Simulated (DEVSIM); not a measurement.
System: illuminated Si n-on-p cell, one wavelength, at 300 K.

| layer (left to right) | material | thickness (μm) | Nd (cm⁻³) | Na (cm⁻³) | τn (s) | τp (s) | absorption coefficient (cm⁻¹) |
|---|---|---|---|---|---|---|---|
| 1 | Si | 0.300 | 1e19 | - | 1.4e-8 | 6.8e-8 | 32000 |
| 2 | Si | 50.0 | - | 1.4e16 | 1.2e-7 | 1.2e-7 | 32000 |

Left contact: ohmic, minority hole recombination velocity 3000 cm/s. Right contact: ohmic, minority electron recombination velocity 3000 cm/s. Voltage is applied to the left contact. Recombination: SRH at mid-gap, radiative, Auger. Gap narrowing is on: ΔEg = 6.92 meV × (l + √(l² + 0.5)), l = ln(N/1.3e17 cm⁻³), shared equally by both band edges. Light enters at the left, 1.5e17 photons cm⁻² s⁻¹, one pass, no reflection. Mobility is μmin + (μ − μmin)/(1 + (N/Nref)^α).

Constants are typed, rounded textbook-type inputs, not results; the design itself was drawn at random and stands for no fabricated device. Values at 300 K.

| parameter | Si |
|---|---|
| gap (eV) | 1.124 |
| affinity (eV) | 4.05 |
| permittivity | 11.7 |
| Nc (cm⁻³) | 2.86e19 |
| Nv (cm⁻³) | 3.1e19 |
| μn (cm²/Vs) | 1417 |
| μp (cm²/Vs) | 470 |
| μn,min | 52 |
| μp,min | 45 |
| Nref,n | 9.7e16 |
| Nref,p | 2.2e17 |
| αn | 0.68 |
| αp | 0.72 |
| B (cm³/s) | 4.7e-15 |
| Cn (cm⁶/s) | 2.8e-31 |
| Cp (cm⁶/s) | 9.9e-32 |

DEVSIM, 1D drift-diffusion, Boltzmann statistics, complete ionisation; no tunnelling, impact ionisation, image-force lowering or self-heating.

Base results: largest power (mW/cm²) 10.1; short-circuit current (mA/cm²) 23.4; largest field in the device at zero bias (V/cm) 130000; open-circuit voltage (V) 0.537.

What follows from this one change: photon flux 1.5e+17 → 4.5e+15 cm^-2 s^-1?

largest power 10.1 → 0.236 mW/cm²; short-circuit current 23.4 → 0.703 mA/cm²; largest field in the device at zero bias little changed (130000 V/cm); open-circuit voltage 0.537 → 0.442 V.

What follows from this one change: minority lifetime in layer 2 1.2e-07 → 1.2e-06 s?

largest power 10.1 → 10.9 mW/cm²; short-circuit current little changed (23.5 mA/cm²); largest field in the device at zero bias little changed (130000 V/cm); open-circuit voltage 0.537 → 0.569 V.

What follows from this one change: doping Na of layer 2 1.4e+16 → 4.2e+14 cm^-3?

largest power 10.1 → 8.04 mW/cm²; short-circuit current little changed (23.5 mA/cm²); largest field in the device at zero bias 130000 → 120000 V/cm; open-circuit voltage 0.537 → 0.444 V.

What follows from this one change: constant mobility in place of the doping-dependent one?

largest power 10.1 → 10.3 mW/cm²; short-circuit current 23.4 → 23.9 mA/cm²; largest field in the device at zero bias little changed (130000 V/cm); open-circuit voltage little changed (0.535 V).
